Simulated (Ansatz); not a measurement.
Output of an Ansatz run (abridged):

```
WARN ansatz: RAYON_NUM_THREADS=1 ignored (pool sized by the plan → 1); use --threads N
Pseudopotentials: kind: paw
Pseudopotential: Si, paw, valence charge 4
Pseudopotential: W, paw, valence charge 14
Crystal: 10 atoms, lattice volume = 146.343 Å³
Basis set: ecut = 420.4159175005146 eV, 2875 PW (Γ)
Bands: 60, of which v1, the nominal top of the filled ones, is band 50 counted from 1 (49 counted from 0)
Symmetry: 16 space group operations
Space group: P4/mbm (ITA 127), of the structure as read, at distance tolerance 5.3e-5 Å
k-points: 24 of 112
PAW frozen core: Si, regenerated for the run's functional, and the local potential with it
PAW frozen core: W, regenerated for the run's functional, and the local potential with it
Initial density: superposition of atomic densities (neutral atoms: chi_scale 0, normalization atom), corrected by the library's trained network
Initial wavefunctions: pseudopotential atomic-orbital guess
Eigensolver: davidson
Functional: x = slater, c = lda
SCF iter   1: F=—  HF=-63213.876259 eV  |F-HF|=—  |Δ(HF+E_count)|=         —  Δρ=1.04e-2  dr2=2.02e-1  ethr=1.77e-3  ⟨swp⟩=6.0  Hψ=5579  notcnv=0
all-band conjugate gradients solve this SCF's bands
preconditioner: auto → Kerker (q_TF=auto, 2.561 Å⁻¹)
SCF iter   2: F=—  HF=-63213.841181 eV  |F-HF|=—  |Δ(HF+E_count)|=   3.51e-2  S|Δr|=    0.00e0  Δρ=5.46e-3  dr2=4.93e-2  ethr=2.02e-4  ⟨swp⟩=1.2  Hψ=1662  notcnv=0
SCF iter   3: F=—  HF=-63213.830560 eV  |F-HF|=—  |Δ(HF+E_count)|=   1.06e-2  S|Δr|=    0.00e0  Δρ=7.57e-4  dr2=7.11e-4  ethr=4.93e-5  ⟨swp⟩=2.0  Hψ=1814  notcnv=0
SCF iter   4: F=—  HF=-63213.830471 eV  |F-HF|=—  |Δ(HF+E_count)|=   8.90e-5  S|Δr|=    0.00e0  Δρ=1.62e-4  dr2=6.26e-5  ethr=7.11e-7  ⟨swp⟩=2.0  Hψ=2004  notcnv=0
SCF iter   5: F=—  HF=-63213.830460 eV  |F-HF|=—  |Δ(HF+E_count)|=   1.08e-5  S|Δr|=    0.00e0  Δρ=3.59e-5  dr2=3.17e-6  ethr=6.26e-8  ⟨swp⟩=2.0  Hψ=1915  notcnv=0  defer=4
SCF iter   6: F=—  HF=-63213.830459 eV  |F-HF|=—  |Δ(HF+E_count)|=   8.83e-7  S|Δr|=    0.00e0  Δρ=7.00e-6  dr2=1.10e-7  ethr=3.17e-9  ⟨swp⟩=2.0  Hψ=2010  notcnv=0  defer=5
SCF iter   7: F=-63213.830459 eV  HF=-63213.830459 eV  |F-HF|=1.86e-9  |Δ(HF+E_count)|=   2.83e-8  S|Δr|=    0.00e0  Δρ=1.35e-6  dr2=3.27e-9  ethr=1.00e-10  ⟨swp⟩=9.9  Hψ=5452  notcnv=0
SCF 1 converged in 7 iterations: F = -63213.830459 eV  dr2 = 3.27e-9
SCF converged after 7 iterations
Stability not checked (fill_not_monotonic)
Free energy (F): -63213.830459 eV
Harris-Foulkes:  -63213.830459 eV  (|F-HF|=1.86e-9)
Internal energy: -63213.852303 eV  (E = F + TS)
E sigma→0 (E₀):  -63213.837740 eV
Entropy (-TS):   0.021844 eV (2.184 meV/atom)
Fermi energy:    18.753593 eV
--- Per-component energies (eV) ---
  E_band       = -625.918417
  E_kinetic    = 2887.716165
  E_local      = -4669.239431  (includes V_loc(G=0)·N_el)
  E_nonlocal   = 146.912610
  E_hartree    = 1718.783715
  E_xc         = -1817.485756
  E_vxc        = -1632.725764  (∫ρ·V_xc dr)
  E_paw        = -51804.638148  (= ΣΔE_a)
  E_vpaw       = -796.149352  (= ΣTr[D̂ρ^β])
  E_aug_tail   = -0.000378  (compensation charges beyond the density's cutoff)
  E_ewald      = -9677.937322
  E_core_change = 2.036240  (= ΣΔE_core)
  E_smearing   = 0.021844  (= −TS)
  E_closure    = 0.000000  (closes the sum)
  Σ components = -63213.830459   (vs F -63213.830459, Δ=0.00e0)
--- Forces (eV/Å), atoms counted from 1 ---
  atom   1  Si     0.06171430     0.06171430     0.00000000
  atom   2  Si    -0.06171430    -0.06171430     0.00000000
  atom   3  Si    -0.06171430     0.06171430     0.00000000
  atom   4  Si     0.06171430    -0.06171430     0.00000000
  atom   5  W      0.00000000    -0.00000000     0.00000000
  atom   6  W      0.00000000     0.00000000     0.00000000
  atom   7  W     -0.03708126    -0.03708126     0.00000000
  atom   8  W      0.03708126     0.03708126     0.00000000
  atom   9  W      0.03708126    -0.03708126     0.00000000
  atom  10  W     -0.03708126     0.03708126     0.00000000
  max |Σ_I F_I| component: 3.47e-17 eV/Å
--- Stress (GPa, compression-positive) ---
      -11.996016       0.000000       0.000000
        0.000000     -11.996016       0.000000
        0.000000       0.000000     -12.897827
  P = ⅓ Tr σ = -12.2966 GPa (-122.966 kbar)
  The stress holds the Pulay correction. Without it, at fixed plane waves, as pw.x and ABINIT print it: P = -12.3409 GPa
--- Band table (eV; the first three rows and the last of 24) ---
  k-point 0: bands = ["-55.4852", "-55.4792", "-55.4711", "-55.4711", "-55.1446", "-55.1425", "-19.9446", "-19.8698", "-19.8685", "-19.8685", "-19.7641", "-19.7310", "-19.7097", "-19.6990", "-19.6990", "-19.6938", "-19.6938", "-19.6685", "-19.3784", [...]
  k-point 1: bands = ["-55.4840", "-55.4784", "-55.4703", "-55.4703", "-55.1438", "-55.1422", "-19.9402", "-19.8710", "-19.8478", "-19.8478", "-19.7834", "-19.7591", "-19.7474", "-19.7474", "-19.7369", "-19.6849", "-19.6849", "-19.6659", "-19.3588", [...]
  k-point 2: bands = ["-55.4813", "-55.4767", "-55.4686", "-55.4686", "-55.1422", "-55.1414", "-19.9303", "-19.8755", "-19.8409", "-19.8409", "-19.8264", "-19.8191", "-19.7976", "-19.7899", "-19.7899", "-19.6718", "-19.6718", "-19.6600", "-19.3945", [...]
  k-point 23: bands = ["-55.4771", "-55.4771", "-55.4672", "-55.4672", "-55.1409", "-55.1409", "-19.9307", "-19.9307", "-19.8881", "-19.8881", "-19.8330", "-19.8330", "-19.8140", "-19.8140", "-19.6959", "-19.6959", "-19.6656", "-19.6656", [...]
```

The structure:

```xyz
10
Lattice="6.6159 0.0000 0.0000 0.0000 6.6159 0.0000 0.0000 0.0000 3.3435" Properties=species:S:1:pos:R:3 pbc="T T T"
Si     0.8865     4.1944     0.0000
Si     5.7293     2.4214     0.0000
Si     2.4214     0.8865     0.0000
Si     4.1944     5.7293     0.0000
W      3.3079     3.3079     0.0000
W      0.0000     0.0000     0.0000
W      4.3654     1.0575     1.6718
W      2.2504     5.5584     1.6718
W      5.5584     4.3654     1.6718
W      1.0575     2.2504     1.6718
```

Question: Write an input that gives this output.

Answer: Other spellings and defaults could give the same log, and not every line can be read from it. The input that was run (DFT, LDA (PW92), plane waves, default PAW files made with PBE):

Ansatz 0.2 input:
```yaml
# Si2W3
crystal:
  lattice:
    - [6.615850, 0.000000, 0.000000]
    - [0.000000, 6.615850, 0.000000]
    - [0.000000, 0.000000, 3.343500]
  atoms:
    - { symbol: Si, position_ang: [0.886524, 4.194449, 0.000000] }
    - { symbol: Si, position_ang: [5.729326, 2.421401, 0.000000] }
    - { symbol: Si, position_ang: [2.421401, 0.886524, 0.000000] }
    - { symbol: Si, position_ang: [4.194449, 5.729326, 0.000000] }
    - { symbol: W, position_ang: [3.307925, 3.307925, 0.000000] }
    - { symbol: W, position_ang: [0.000000, 0.000000, 0.000000] }
    - { symbol: W, position_ang: [4.365402, 1.057477, 1.671750] }
    - { symbol: W, position_ang: [2.250448, 5.558373, 1.671750] }
    - { symbol: W, position_ang: [5.558373, 4.365402, 1.671750] }
    - { symbol: W, position_ang: [1.057477, 2.250448, 1.671750] }
basis:
  ecutwfc: 30.9 Ry
kpoints:
  mp_grid: { grid: [4, 4, 7] }
hamiltonian:
  xc: lda
  pseudopotentials: { kind: paw }
scf:
  occupations: { method: cold, width: 0.01 Ry }
output:
  forces: true
  eigenvalues: true
  stress: true
```

The starting cell comes from a database of computed structures (which also holds hypothetical and non-ambient phases and stackings), without a prior relaxation at this level. Spin-orbit coupling is off. Spin polarisation is off. With a pressure of about -12 GPa the cell is away from its equilibrium volume at this level. Ansatz's pressure includes its estimate of the finite-basis (Pulay) stress.

Ansatz is a first-principles code.
